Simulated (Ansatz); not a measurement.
Si: pressure series

The parent structure is Si in the diamond structure (space group Fd-3m, No. 227; a = 5.444 Å).

Cell and atoms are relaxed at each pressure.

All numbers come from r2SCAN, PAW, 500 eV (Ansatz, a program for electronic structure; scalar-relativistic without spin-orbit coupling).

Candidates:
(a) pressure 30 GPa
(b) pressure 15 GPa
(c) pressure −2 GPa
(d) pressure 50 GPa
(e) pressure 3 GPa

For the base:

The band gap is 0.78 eV.

Q: Order them by band gap, lowest first.

A: (d) pressure 50 GPa (0.11 eV), (a) pressure 30 GPa (0.34 eV), (b) pressure 15 GPa (0.54 eV), (e) pressure 3 GPa (0.72 eV), (c) pressure −2 GPa (0.81 eV)

Load acts through the strain it causes; cell and atoms are relaxed under it. No phonon test of stability was made. Measured, Si leaves this structure (for the β-tin structure) near 12 GPa (room temperature; as listed in arXiv:1906.07825). A zero or small gap of Si under pressure 50 GPa can be the functional's error rather than a property of the material.
